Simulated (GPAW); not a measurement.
A self-consistent single point of V3Re (P1, 4 atoms in the cell) with GPAW.

Level of theory: PBEsol, GPAW PAW datasets PBEsol (made by gpaw-setup) (plane waves; GPAW).

```yaml
crystal:
  lattice:
    - [0.00000, 3.00145, 3.00145]
    - [3.00145, 0.00000, 3.00145]
    - [3.00145, 3.00145, 0.00000]
  atoms:
    - { symbol: V, position: [0.76781, 0.74881, 0.74758] }
    - { symbol: V, position: [0.25730, 0.24710, 0.25073] }
    - { symbol: V, position: [0.98491, 0.99468, 0.99541] }
    - { symbol: Re, position: [0.48998, 0.50941, 0.50629] }
```

Reference input (self-consistent single point, DFT LDA (Perdew-Wang 92), plane waves, GPAW PAW datasets LDA (gpaw-data 1.0.1)): mode = pw; ecut = 800 eV; xc = LDA; kpts = 5 5 5; mesh shift (steps) = 0 0 0; occupations.name = methfessel-paxton; occupations.width = 0.1 eV; occupations.order = 0; nbands = -8; convergence.density = 1e-05 e/electron; convergence.energy = 1e-05 eV/electron; symmetry.symmorphic = false. This run's input differs from it in these lines:

```diff
@@ -15,3 +15,3 @@
 calc = GPAW(mode={'name': 'pw', 'ecut': 800},
-            xc='LDA',
+            xc='PBEsol',
             kpts=(5, 5, 5),
```

Its files differ too (potentials: GPAW PAW datasets PBEsol (made by gpaw-setup)).

Log, with long lists cut:

```
     iter     time        total  log10-change:
                         energy   eigst   dens
iter:   1 --:--:--   -42.020100
iter:   2 --:--:--   -41.970558   -0.22  -1.41
iter:   3 --:--:--   -40.997459   -0.59  -1.41
iter:   4 --:--:--   -40.827584   -0.77  -1.64
iter:   5 --:--:--   -40.907630   -1.41  -2.00
   [... 12 lines left out ...]
iter:  18 --:--:--   -40.893460   -4.47  -3.29
iter:  19 --:--:--   -40.894175   -3.70  -3.47
iter:  20 --:--:--   -40.893748   -3.72  -3.14
iter:  21 --:--:--   -40.893600   -5.45  -3.50
iter:  22 --:--:--   -40.893589c  -5.84  -3.80
iter:  23 --:--:--   -40.893626c  -4.86  -3.86
iter:  24 --:--:--   -40.893595c  -5.50  -3.80
iter:  25 --:--:--   -40.893599c  -5.73  -4.42
iter:  26 --:--:--   -40.893597c  -6.77  -4.51
iter:  27 --:--:--   -40.893596c  -7.15  -4.65
iter:  28 --:--:--   -40.893595c  -6.94  -5.01c
iter:  29 --:--:--   -40.893595c  -7.96c -4.97
iter:  30 --:--:--   -40.893595c  -8.16c -5.16c
Converged after 30 iterations.

Dipole moment: (0.441293, 1.261273, 1.271069) |e|*Ang

Energy contributions relative to reference atoms: (reference = -530934.228526)

Kinetic:         -7.485208
Potential:       +2.851554
External:        +0.000000
XC:             -36.733219
Entropy (-ST):   -0.018685
Local:           +0.482620
SIC:             +0.000000
--------------------------
Free energy:    -40.902938
Extrapolated:   -40.893595

Showing only first 2 kpts
 Kpt  Band  Eigenvalues  Occupancy
  0    24     10.88845    0.39014
  0    25     10.95200    0.07873
  0    26     10.96878    0.04600
  0    27     13.07304    0.00000

  1    24     10.66087    1.98168
  1    25     10.71895    1.87589
  1    26     11.48029    0.00000
  1    27     12.73260    0.00000

Fermi level: 10.82768

No gap
No difference between direct/indirect transitions
Energy (eV): -40.893595

Forces in eV/Ang:
  0 V     0.24478   -0.80231   -0.83110
  1 V     0.24372   -0.46357   -0.27997
  2 V     0.34416    0.84450    0.86513
  3 Re   -0.83287    0.42143    0.24596

Stress tensor:
     0.015565     0.001833     0.001639
     0.001833     0.020968     0.001744
     0.001639     0.001744     0.019079
Stress (GPa, Voigt): [2.4939 3.3594 3.0568 0.2794 0.2626 0.2936]
```

The run converged in 30 iterations. GPAW prints stress with tension positive. Against the reference run the pressure goes from -10.04 to -2.97 GPa and the largest force goes from 1.134 to 1.257 eV/Å.

The starting cell comes from a database of computed structures (which also holds hypothetical and non-ambient phases and stackings), without a prior relaxation at this level. Its atoms were displaced at random from the sites of space group no. 225. Spin polarisation is off. Forces in this geometry exceed 1 eV/Å.

Cost on one core of a shared machine: roughly 3 min.
